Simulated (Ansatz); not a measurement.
The reference is HgS in the zinc blende structure (space group F-43m, No. 216; a = 5.8759 Å).

Level of theory: Ansatz (a program for electronic structure) PBEsol, no spin-orbit coupling.

Before the change:

The pressure comes out as 0.0 GPa and the band gap comes out as zero.

One thing is altered: every lattice vector is stretched by 0.50 %; the atoms relax in the strained cell.

Task: Estimate the effect on the energy relative to the base.

Result: The energy goes up by 1.1 meV/atom.

Task: Estimate the effect on the pressure.

Result: The pressure goes from zero to -0.9 GPa.

Task: How does this affect the band gap?

Result: The band gap remains zero.

A case with no gap was solved on a k-mesh chosen for an insulator, which is coarse for it. Spin-orbit coupling, missing from the scalar runs, can matter with Hg. Stability against distortions was not tested. The final runs are not spin-polarised. A zero or small gap of HgS can be the functional's error rather than a property of the material.
